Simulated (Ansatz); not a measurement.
Structures of equal composition on the (000-1) surface of 4H silicon carbide (C plane on top): (√3x√3)R30° Ga adatom at H3; (√3x√3)R30° Ga adatom at T4. The slabs share one bottom face, and each structure is named by its start. These are constructed structures in small cells; real faces may alloy, dewet or reconstruct in larger ones, and not all known structures of the face are among them. Slabs of about 11 Å with all that they carry, Fermi-Dirac smearing of 0.025 eV. Bottom of the slabs: H caps. Relaxed from the named starts with such symmetry as they have, on meshes of like density; energies extrapolated to zero smearing; no spin-orbit coupling, no U. Spin-polarised runs, if any, are marked in brackets, and their order is one that fits the cell; the others ran without spin. Where a second, spin-polarised start was run, the lower counts.

Host crystal: 4H silicon carbide, with a band gap (PBE, scalar-relativistic without spin-orbit coupling).

Computed with r2SCAN, at the PBE geometry (plane waves to 500 eV, PAW; Ansatz, a program for electronic structure).

Problem. Put the candidates in order of energy per 1x1 cell, lowest first, for r2SCAN, at the PBE geometry.

Solution. (√3x√3)R30° Ga adatom at H3 (0.000 eV, gap 1.23 eV on the mesh), (√3x√3)R30° Ga adatom at T4 (0.195 eV, gap 0.86 eV on the mesh)
